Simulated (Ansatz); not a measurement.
Results of HSE06+SOC (PAW; Ansatz, a program for electronic structure) for GaP (P6₃mc, No. 186; start mp-8882; another space group than a measured phase of this formula).

From the output:

```
WARN output.stress: scf.exx.energy_threshold = 1e-6 eV is looser than the 4e-8 eV advised for a stress under a hybrid functional (1e-8 eV for each atom of the …
Crystal: 4 atoms, lattice volume = 80.386 Å³
Basis set: ecut = 460 eV, 1799 PW (Γ), exchange–correlation on 54×54×90 points (8 copies of the dense FFT grid, shifted against one another)
Bands: 44, of which v1, the nominal top of the filled ones, is band 36 counted from 1 (35 counted from 0)
Symmetry: 12 space group operations + 12 with time reversal
k-points: 36 of 324 (time reversal used)
Initial density: superposition of atomic densities (chi_scale 0.1, normalization cell, long waves kept (reshape's long-wave potential 0.00 eV rms))
Crystal: 4 atoms, lattice volume = 80.386 Å³
Initial density: handed on by an earlier stage of this run
Crystal: 4 atoms, lattice volume = 80.386 Å³
Crystal: 4 atoms, lattice volume = 80.386 Å³
SCF 4 converged in 2 iterations: F = -9079.904373 eV  dr2 = 1.66e-10
Free energy (F): -9079.904373 eV
Internal energy: -9079.904373 eV  (E = F + TS)
E sigma→0 (E₀):  -9079.904373 eV
Fermi energy:    7.967784 eV
--- Stress (GPa, compression-positive) ---
        1.386802       0.000000      -0.000000
       -0.000000       1.386802       0.000000
       -0.000000       0.000000       1.280112
  P = ⅓ Tr σ = 1.3512 GPa (13.512 kbar)
```

Problem. Write an input file that produces this run.

Solution. Several could match; the one computed here: 
Ansatz 0.2 input:
```yaml
crystal:
  lattice:
    - [3.8326560248, 0.0, 0.0]
    - [-1.9163280124, 3.3191774815, 0.0]
    - [0.0, 0.0, 6.3189935798]
  atoms:
    - { symbol: Ga, position: [0.6666666667, 0.3333333333, 0.5000637076] }
    - { symbol: Ga, position: [0.3333333333, 0.6666666667, 0.0000637076] }
    - { symbol: P, position: [0.6666666667, 0.3333333333, 0.8739362924] }
    - { symbol: P, position: [0.3333333333, 0.6666666667, 0.3739362924] }
basis:
  ecutwfc: 460
  ecutrho_ratio: 4
  xc_grid: 2
kpoints:
  mp_grid: { grid: [9, 9, 4] }
hamiltonian:
  xc: hse06
  dispersion: none
  pseudopotentials: { kind: paw }
scf:
  occupations: { method: fermi_dirac, width: 0.01 }
  convergence: { dr2_threshold: 0.0000000004 }
output:
  forces: true
  stress: true
  eigenvalues: true
magnetization:
  noncollinear: true
  spin_orbit: true
```

The PAW data were made under PBE.

Note: cell and atoms aren't relaxed at this level (pressure 1.4 GPa).

A start named mp-… is a Materials Project structure, which can be a computed phase never made.
